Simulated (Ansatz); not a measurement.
Zr2N2O (C2/m, No. 12, 15 atoms in the cell; start mp-755368): band gap by level of theory

No measured value is used here.

```json
[
 {"level (code)": "LDA (Ansatz)", "value (eV)": "1.71"},
 {"level (code)": "PBEsol+SOC (Ansatz)", "value (eV)": "1.73 (indirect)"},
 {"level (code)": "dielectric-dependent PBEsol hybrid (Ansatz)", "value (eV)": "2.56"},
 {"level (code)": "HSE06 (Ansatz)", "value (eV)": "2.89"},
 {"level (code)": "PBE0 (Ansatz)", "value (eV)": "___"}
]
```

### Question
Some entries are withheld; supply them.

### Answer

- PBE0 (Ansatz, a first-principles code), value (eV): 3.61

Computed values are for a static lattice. Levels without +SOC have no spin–orbit coupling; where heavier elements are present it shifts gaps, mostly down, and can invert bands.  Values are at the PBEsol cell. Cutoffs and k meshes differ between the levels. Ansatz's density-functional and Hartree–Fock values are scalar-relativistic unless marked +SOC, with PAW data made under PBE.

A start named mp-… is a Materials Project structure, which need not be a measured phase.
